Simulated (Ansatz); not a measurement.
**Fe in the bcc (W type) structure (space group Im-3m, No. 229; ferromagnetic)**

```
Fe
1.0
   -1.39350     1.39350     1.39350
    1.39350    -1.39350     1.39350
    1.39350     1.39350    -1.39350
Fe
1
Direct
  0.00000   0.00000   0.00000
```

Method: DFT with PBEsol, PAW potentials and a 420 eV plane-wave cutoff in Ansatz (an electronic-structure program), no spin-orbit coupling. k-mesh 23×23×23 (Γ-centred); smearing 0.05 eV (Fermi–Dirac).

- Volume per atom = 10.82 Å³
- Density = 8.57 g/cm³
- Band gap = zero
- Magnetic state = ferromagnetic
- Total energy = -4448.848 eV/atom (σ→0; compares only within this code and set-up)

Other magnetic orders, which the real material may have, were not ruled out. No phonon test of stability was made. The base started in Fmmm and relaxed to Im-3m at this level.
